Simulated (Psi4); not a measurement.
Psi4 1.11, BP86/def2-svp: Se(H)(Br) ([SeH]Br), 3 atoms. The geometry is a generated start, not checked to be a minimum at this level.

| Quantity | Value |
|---|---|
| task | energy |
| method | bp86 |
| basis | def2-svp |
| memory | 3 GB |
| maxiter | 100 |
| keys of the molecule block | symmetry c1 |
| scf_type | df (default) |
| diis_max_vecs | 10 (default) |
| e_convergence | 1e-06 (default) |
| d_convergence | 1e-06 (default) |
| dft_radial_points | 75 (default) |
| dft_spherical_points | 302 (default) |
| basis functions | 69 |
| grid points | 62319 |

```xyz
3

Se    -0.1348    -0.2174     0.8331
H     -1.0748    -0.6590    -0.1894
Br     1.2096     0.8764    -0.6436
```

With the defaults (diis = true, scf_initial_accelerator = adiis, damping_percentage = 0, guess = auto, which took SAD, diis_start = 1, level_shift = 0, level_shift_cutoff = 0.01) it converges in 9 SCF iterations. One run each on 2 threads, with these changes:
- level_shift = 0.5, level_shift_cutoff = 0.001
- diis = false, scf_initial_accelerator = none, damping_percentage = 60
- guess = core
- scf_initial_accelerator = ediis
- scf_initial_accelerator = none
- level_shift = 0.1, level_shift_cutoff = 0.001
- guess = sadno
- guess = sapgau
- diis_start = 4

**Question.** Name the settings that don't reach the solution of the defaults.

**Answer.** No convergence: diis = false, scf_initial_accelerator = none, damping_percentage = 60 (the run ends without SCF convergence in 100 iterations). The rest reach the solution of the defaults.

| setting | SCF iterations | end |
|---|---|---|
| the defaults | 9 | same solution |
| guess = sapgau | 9 | same solution |
| scf_initial_accelerator = none | 9 | same solution |
| scf_initial_accelerator = ediis | 9 | same solution |
| level_shift = 0.1, level_shift_cutoff = 0.001 | 9 | same solution |
| level_shift = 0.5, level_shift_cutoff = 0.001 | 9 | same solution |
| guess = sadno | 10 | same solution |
| diis_start = 4 | 13 | same solution |
| guess = core | 13 | same solution |
| diis = false, scf_initial_accelerator = none, damping_percentage = 60 | 100 | no convergence |
